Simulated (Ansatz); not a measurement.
Consider a periodic stack without vacuum, bcc Mo (1 1 1) on zinc-blende GaSb (1 1 1) (film strained to the substrate, started from cuts of the bulks and a machine-learned relaxation; slabs Ga4Sb4 and Mo10, which can lie off the formulas): substrate slab Ga4Sb4, film Mo10, surface cells [[0, -1], [1, -1]] and [[1, -1], [1, 0]], film strained by -1.7 and -1.7 %, outermost planes Sb/Ga and Mo/Mo as cut, which need not be the usual terminations and can put a slab off its formula. Its start:

```xyz
18
Lattice="4.3930 0.0000 -0.0343 2.1965 3.8044 -0.0889 0.3078 -1.4029 23.6085" Properties=species:S:1:pos:R:3 pbc="T T T"
Ga     4.3616     2.2898     3.3465
Ga     4.3227    -0.1255     7.0056
Ga     2.5251     0.6962    10.4885
Ga     2.7046     2.9388    13.4594
Sb     3.7701     1.3161     0.7868
Sb     4.3661    -0.2411     4.3197
Sb     2.1474     1.1475     7.8988
Sb     4.7358     1.9845    11.4569
Mo     2.7342     0.4315    15.1174
Mo     4.9192     1.6809    14.3070
Mo     4.9641     1.7231    17.0215
Mo     0.5579    -0.8272    16.2160
Mo     0.5966    -0.7850    19.0132
Mo     2.7817     0.4678    18.0396
Mo     2.8145     0.5164    20.9247
Mo     5.0008     1.7662    19.8678
Mo     4.9950     1.8320    22.5255
Mo     0.6246    -0.7343    21.8045
```

The start was prepared with a machine-learned potential, and the result is one local minimum, with the in-plane cell held and forces under 0.04 eV/Å; the film can end far from its bulk form.

The numbers are results of PBE (plane waves to 420 eV, PAW; Ansatz, a program for electronic structure), not measurements. No spin–orbit coupling; the runs are not spin-polarised. Its k-point mesh 8×8×1, Fermi–Dirac width 0.05 eV.

Task: Predict the relaxed interface.

Result: The interface area comes out as 16.7 Å² and the period is 23.23 Å. The heights between the nearest atoms of the two slabs at the two interfaces comes out as 0.78 and 1.29 Å and the Mo–Sb contacts across the interfaces within 1.22 times the sum of covalent radii comes out as 8, mean 2.97 Å. The Ga–Mo contacts across the interfaces within 1.22 times the sum of covalent radii is 7, mean 2.80 Å.
